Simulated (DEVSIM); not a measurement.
Structure: abrupt Si p-n junction, at 300 K.

Layer 1 from the left is Si, thickness (μm) 0.730, Na (cm⁻³) 1.3e18, τn (s) 2.4e-5, τp (s) 2.4e-5. Layer 2 from the left is Si, thickness (μm) 41.0, Nd (cm⁻³) 1.1e17, τn (s) 2.4e-5, τp (s) 2.4e-5.

Left contact: ohmic. Right contact: ohmic. Voltage is applied to the left contact. Recombination: SRH at mid-gap, radiative, Auger. Mobility is constant in doping.

The device is made up for the run: typed textbook-type constants, with dimensions and the other settings drawn at random. Values at 300 K.

Si: gap (eV) 1.124, affinity (eV) 4.05, permittivity 11.7, Nc (cm⁻³) 2.86e19, Nv (cm⁻³) 3.1e19, μn (cm²/Vs) 1417, μp (cm²/Vs) 470, B (cm³/s) 4.7e-15, Cn (cm⁶/s) 2.8e-31, Cp (cm⁶/s) 9.9e-32.

DEVSIM, 1D drift-diffusion, Boltzmann statistics, complete ionisation; no tunnelling, impact ionisation, image-force lowering or self-heating.

Dark forward current:

```
|V| (V)  |J| (A/cm²)
-------  -----------
0.05       9.420e-11
0.10       5.341e-10
0.15        3.064e-9
0.20        1.919e-8
0.25        1.270e-7
0.30        8.622e-7
0.35        5.918e-6
0.40        4.080e-5
0.45       0.0002817
0.50        0.001947
0.55         0.01346
0.60         0.09300
0.65          0.6409
0.70           4.337
0.75           26.45
0.80           115.0
0.85           319.9
0.90           659.4
0.95            1142
1.00            1773
1.05            2556
```

**Question.** Work out the local ideality factor n = ΔV / (kT/q · ln(J2/J1)) between the rows 0.15 and 0.20 V, 0.50 and 0.55 V, 1.00 and 1.05 V.

**Answer.** kT/q = 25.85 mV. From 0.15 to 0.20 V: ln(1.919e-8/3.064e-9) = 1.835, n = 1.05, near the 1 of diffusion or emission over a barrier. From 0.50 to 0.55 V: ln(0.01346/0.001947) = 1.933, n = 1.00, near the 1 of diffusion or emission over a barrier. From 1.00 to 1.05 V: ln(2556/1773) = 0.366, n = 5.29.

**Question.** Estimate the current at 0.40 V from the Shockley equation with J0 = Σ q ni² D/(N L) coth(W/L), τ joining the SRH, radiative and Auger lifetimes that are on, and W taken as the whole layer.

**Answer.** ni² = 1.16e20 cm⁻⁶; electrons in the p layer: μ = 1420 cm²/Vs, D = 36.6 cm²/s, τ = 4.65e-6 s, L = 130 μm, W/L = 0.0056, term 7.16e-12 A/cm²; holes in the n layer: μ = 470 cm²/Vs, D = 12.1 cm²/s, τ = 2.19e-5 s, L = 163 μm, W/L = 0.25, term 5.10e-13 A/cm². J0 = 7.67e-12 A/cm², and J = J0 exp(qV/kT) = 4.03e-5 A/cm². The simulation gives 4.08e-5 A/cm²; the estimate lies 1.2 % below. The estimate leaves out recombination in the depletion region and that region's share of W.
